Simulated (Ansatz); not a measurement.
The structure below was relaxed with PBE (Ansatz, a first-principles code, PAW, without spin-orbit coupling), at pressure 22.5 GPa.

Space group P6₃/mmc (No. 194); a = 2.864 Å, b = 2.864 Å, c = 4.658 Å, α = 90.00°, β = 90.00°, γ = 120.00°

```json
[
 {"atom": "Mg", "site": "2c", "symmetry": "-6m2", "x": "0.3333", "y": "0.6667", "z": "0.2500"}
]
```

Write out a cell with all atoms.


```
Mg
1.0
    2.86359     0.00000     0.00000
   -1.43180     2.47994     0.00000
    0.00000     0.00000     4.65768
Mg
2
Direct
  0.66667   0.33333   0.75000
  0.33333   0.66667   0.25000
```
This is the conventional cell.

Load acts through the strain it causes; cell and atoms are relaxed under it. Stability against distortions was not tested. Competing high-pressure phases were not computed. The cell was made from Mg in the hcp (Mg type) structure (space group P6_3/mmc, No. 194) by this change: pressure 22.5 GPa.
